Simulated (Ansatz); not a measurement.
## Pressure series in Ta4N5

Start from Ta$_{4}$N$_{5}$ (space group I4/m, No. 87; a = 6.8237 Å, c = 4.2566 Å; a cell from a computed database, its experimental status unchecked).

Cell and atoms are relaxed at each pressure.

The values are results of PBEsol (Ansatz, a first-principles code), spin-orbit coupling left out, not measurements.

Notes on the quantities. enthalpy: H = E + PV relative to the base's energy.

```json
[
 {"variant": "base", "shortest interatomic distance": "3.909 bohr", "density": "13.30 g/cm³", "enthalpy": "–"},
 {"variant": "pressure −2 GPa", "shortest interatomic distance": "3.916 bohr", "density": "13.22 g/cm³", "enthalpy": "-0.14 eV/atom"},
 {"variant": "pressure −1 GPa", "shortest interatomic distance": "3.913 bohr", "density": "13.26 g/cm³", "enthalpy": "-0.07 eV/atom"},
 {"variant": "pressure 0.3 GPa", "shortest interatomic distance": "3.908 bohr", "density": "13.31 g/cm³", "enthalpy": "+0.02 eV/atom"},
 {"variant": "pressure 0.7 GPa", "shortest interatomic distance": "3.906 bohr", "density": "13.33 g/cm³", "enthalpy": "+0.05 eV/atom"},
 {"variant": "pressure 1.5 GPa", "shortest interatomic distance": "3.904 bohr", "density": "13.36 g/cm³", "enthalpy": "+0.10 eV/atom"},
 {"variant": "pressure 3 GPa", "shortest interatomic distance": "3.898 bohr", "density": "13.43 g/cm³", "enthalpy": "+0.21 eV/atom"},
 {"variant": "pressure 5 GPa", "shortest interatomic distance": "3.892 bohr", "density": "13.51 g/cm³", "enthalpy": "+0.34 eV/atom"},
 {"variant": "pressure 7.5 GPa", "shortest interatomic distance": "3.883 bohr", "density": "13.61 g/cm³", "enthalpy": "+0.51 eV/atom"},
 {"variant": "pressure 10 GPa", "shortest interatomic distance": "3.875 bohr", "density": "13.71 g/cm³", "enthalpy": "+0.68 eV/atom"}
]
```

Load acts through the strain it causes; cell and atoms are relaxed under it. No phonon test of stability was made. No other phases were tried under pressure. The final runs are not spin-polarised. An odd electron count without spin: Ta4N5.
